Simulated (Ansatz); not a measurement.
The reference is CuI in the zinc blende structure (space group F-43m, No. 216).

```yaml
crystal:
  lattice:
    - [0.00000, 3.01140, 3.01140]
    - [3.01140, 0.00000, 3.01140]
    - [3.01140, 3.01140, 0.00000]
  atoms:
    - { symbol: Cu, position: [0.00000, 0.00000, 0.00000] }
    - { symbol: I, position: [0.25000, 0.25000, 0.25000] }
```

Cartesian axes are those of the cell as printed.

Calculations: r2SCAN (Ansatz, an electronic-structure program, PAW, no spin-orbit coupling).

For the base:

Pressure: 0.00 GPa

Now apply this change: biaxial strain −1.67 %, plane normal [111], relaxed out of plane (Cartesian); in-plane vectors clamped, the third vector and the atoms free.

Q: Predict the new out-of-plane strain and pressure.

A: The out-of-plane strain amounts to +1.32 %; the pressure (mean of the normal stresses, compression positive) goes from zero to 0.93 GPa.

Stability against distortions was not tested. All final runs are without spin polarisation.
